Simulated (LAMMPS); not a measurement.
LAMMPS 22 Jul 2025, classical MD, EAM (Cu_mishin1.eam.alloy): Cu, 10976 atoms.

```
Item                                                                                      Result
-----------------------------------------------  -----------------------------------------------
task                                                                                     MD, nve
potential                                                              EAM, Cu_mishin1.eam.alloy
copies of the repeat unit                                                               14×14×14
shape (slab and sphere leave vacuum in the box)                                             bulk
neighbor skin                                                                                2 Å
neigh_modify                                                           every 1 delay 0 check yes
newton                                                                              on (default)
atom_modify sort (bins of 2 Å where set)                                          1000 (default)
comm_style                                                                       brick (default)
box                                                                         50.6 × 50.6 × 50.6 Å
start                                            generated fcc lattice, warmed in an untimed run
```

All runs start from one configuration, warmed at this fixed volume for 1000 steps under a thermostat at 900 K. The run at the shortest step has a mean temperature of 896 K and a mean pressure of 5.9 GPa.

Each run covers about 2.0 ps at constant energy (mean temperature 896 K at the shortest step); σ is the standard deviation over the printed steps. Single runs; times are not shown.

Steps tried: 0.5 fs, 1 fs, 2 fs, 2.5 fs, 4 fs, 5 fs, 8 fs, 10 fs, 16 fs, 20 fs, 32 fs.

Up to which step does the ratio σ(E total)/σ(E kinetic) stay under 10 %, and what happens beyond?

10 fs. The run fails or blows up at 32 fs.

```json
[
 {"time step": "0.5 fs", "σ(E total)/σ(E kinetic)": "9.6e-5", "last minus first total energy (meV/atom)": "under 0.001", "mean temperature (K)": "896"},
 {"time step": "1 fs", "σ(E total)/σ(E kinetic)": "0.00038", "last minus first total energy (meV/atom)": "under 0.001", "mean temperature (K)": "896"},
 {"time step": "2 fs", "σ(E total)/σ(E kinetic)": "0.0015", "last minus first total energy (meV/atom)": "under 0.001", "mean temperature (K)": "896"},
 {"time step": "2.5 fs", "σ(E total)/σ(E kinetic)": "0.0024", "last minus first total energy (meV/atom)": "under 0.001", "mean temperature (K)": "896"},
 {"time step": "4 fs", "σ(E total)/σ(E kinetic)": "0.0062", "last minus first total energy (meV/atom)": "+0.0028", "mean temperature (K)": "894"},
 {"time step": "5 fs", "σ(E total)/σ(E kinetic)": "0.0097", "last minus first total energy (meV/atom)": "+0.0056", "mean temperature (K)": "893"},
 {"time step": "8 fs", "σ(E total)/σ(E kinetic)": "0.026", "last minus first total energy (meV/atom)": "+0.021", "mean temperature (K)": "888"},
 {"time step": "10 fs", "σ(E total)/σ(E kinetic)": "0.042", "last minus first total energy (meV/atom)": "+0.053", "mean temperature (K)": "883"},
 {"time step": "16 fs", "σ(E total)/σ(E kinetic)": "0.14", "last minus first total energy (meV/atom)": "+0.87", "mean temperature (K)": "862"},
 {"time step": "20 fs", "σ(E total)/σ(E kinetic)": "0.96", "last minus first total energy (meV/atom)": "+5.6", "mean temperature (K)": "849"},
 {"time step": "32 fs", "σ(E total)/σ(E kinetic)": "stops: Lost atoms", "last minus first total energy (meV/atom)": "—", "mean temperature (K)": "—"}
]
```

The bar is a choice.
